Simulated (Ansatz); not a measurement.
Candidates (primitive cells; geometry: relaxed with this functional, without spin-orbit coupling):
A. AuIn$_{2}$ (Fm-3m), a = b = c = 4.6272 Å, α = β = γ = 60.00°
B. NbH2 (Fm-3m), a = 3.1948 Å, b = 3.1948 Å, c = 3.1948 Å, α = 60.00°, β = 60.00°, γ = 60.00°
C. IrSn$_{2}$ (Fm-3m), a = b = c = 4.4878 Å, α = β = γ = 60.00°

Q: Put the candidates in order of resistivity at 300 K, highest first, for Ansatz (a program for electronic structure) with PBEsol, DFPT electron-phonon coupling, linearised Boltzmann equation.

A: C (16.3 μΩ·cm), B (11.3 μΩ·cm), A (7.9 μΩ·cm)

Metals; harmonic phonons alone scatter; means over directions. Halving the electron mesh moves these values by up to 9 %; q meshes are mostly untested. Some of the runs warned that the eigensolver left states short of its tolerance. Spin-orbit coupling is left out.

Formula and space group known from diffraction (Crystallography Open Database), not checked to be the room-temperature form: AuIn2 (Fm-3m), IrSn2 (Fm-3m), NbH2 (Fm-3m). The missing spin-orbit coupling matters most for AuIn2 (Fm-3m), IrSn2 (Fm-3m).
